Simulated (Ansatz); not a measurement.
An Ansatz (a program for electronic structure) input (PBEsol in Ansatz (plane waves to 420 eV, PAW, no SOC)):

Ansatz 0.2 input:
```yaml
crystal:
  lattice:
    - [2.9422299764, 0, 0]
    - [0, 6.6604938586, 0]
    - [0, 0, 5.3855515202]
  atoms:
    - { symbol: W, position: [0, 0.8293710704, 0.96273839] }
    - { symbol: W, position: [0, 0.4139061346, 0.0239898899] }
    - { symbol: W, position: [0, 0.1706289296, 0.46273839] }
    - { symbol: W, position: [0, 0.5860938654, 0.5239898899] }
    - { symbol: Ge, position: [0.5, 0.1331259094, 0.8463624827] }
    - { symbol: C, position: [0.5, 0.6101638381, 0.833575904] }
    - { symbol: C, position: [0.5, 0.3898361619, 0.333575904] }
    - { symbol: Ge, position: [0.5, 0.8668740906, 0.3463624827] }
basis: { ecutwfc: 420, ecutrho_ratio: 4, xc_grid: 2, fft_grid_basis: typed }
kpoints: { mp_grid: { grid: [16, 7, 9] } }
hamiltonian:
  xc: pbesol
  dispersion: none
  pseudopotentials: { kind: paw }
scf: { occupations: { method: fermi_dirac, width: 0.05 }, convergence: { dr2_threshold: 0.0000000008 } }
output: { forces: true, stress: true }
checkpoint: { write: state.ck, write_every: 1000 }
```

Which symmetry and how many k-points will the program report, and about how many plane waves at Γ?

Space group Pmc21 (ITA 26) with 4 operations, k-points 180 of 1008, and 2031 plane waves at Γ.

These are small ordered cells, not random alloys; other orderings at the same x differ. No phonon test of stability was made. The final runs are not spin-polarised. The cell was made from WC by this change: x(Ge) = 0.5, 8 atoms, Pmc2_1.
